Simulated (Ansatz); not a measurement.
Functionals compared on a constructed model of the (0001) surface of hcp Mg, a pseudomorphic layer of Re in the host's stacking (bottom of the slab: a bare face, its two planes held), in Ansatz (plane waves, PAW). The structure was relaxed with PBE; the other rows are single points on it. Cutoff 420 eV (500 eV for r2SCAN).

Model: 7-atom slab, 15.4 Å thick at the start, 13x13x1 mesh, Fermi-Dirac 0.1 eV, dipole correction, 2 atoms held, the rest relaxed; held to the start's symmetry, so lower structures may exist; no spin, no spin-orbit, no U. It is one candidate, not shown to be the stable structure of the face. These notes are the PBE run's.

```json
[
 {"functional": "PBE", "work function of the top face (eV)": "5.31", "rough cost of the single point": "–"},
 {"functional": "RPBE", "work function of the top face (eV)": "5.17", "rough cost of the single point": "roughly 13 core-seconds"},
 {"functional": "r2SCAN", "work function of the top face (eV)": "5.40", "rough cost of the single point": "roughly 40 core-seconds"}
]
```

Ansatz is a program for electronic structure.
